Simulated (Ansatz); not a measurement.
Take LiNbO3 (space group R3c, No. 161) as the base.

LiNbO₃ has the trigonal space group R3c, hexagonal axes (No. 161), Pearson symbol hR10. Lattice parameters: a = 5.1899 Å, b = 5.1899 Å, c = 14.0145 Å, α = 90.00°, β = 90.00°, γ = 120.00°. Li on 6a has 3 O at 2.084 Å and 3 O at 2.265 Å. Nb on 6a is surrounded by 3 O at 1.884 Å and 3 O at 2.159 Å (octahedral). O on 18b has 1 Nb at 1.884 Å and 1 Nb at 2.159 Å and 1 Li at 2.084 Å and 1 Li at 2.265 Å. (Neighbours: up to the widest gap in distance over summed covalent radii, below 1.35, at either atom; cation-cation and far metal-metal contacts left out.)
(The calculation used a cell of 10 atoms; values per cell refer to that cell.)

The values are results of PBE (Ansatz, an electronic-structure program, PAW, spin-orbit coupling left out), not measurements.

Before the change:

```
Quantity    Result
--------  --------
Pressure  0.01 GPa
```

One thing is altered: an isotropic linear strain of +0.75 %, atoms relaxed at fixed cell.

Question: What happens to the pressure?

Answer: The pressure (mean of the normal stresses, compression positive) decreases by 2.16 GPa, from 0.01 GPa to -2.15 GPa.

Question: How does this affect the largest internal atomic displacement?

Answer: The largest internal atomic displacement amounts to 0.022 Å.

Question: Estimate the effect on the energy relative to the base.

Answer: The energy goes up by 1.7 meV/atom.

Stability against distortions was not tested.
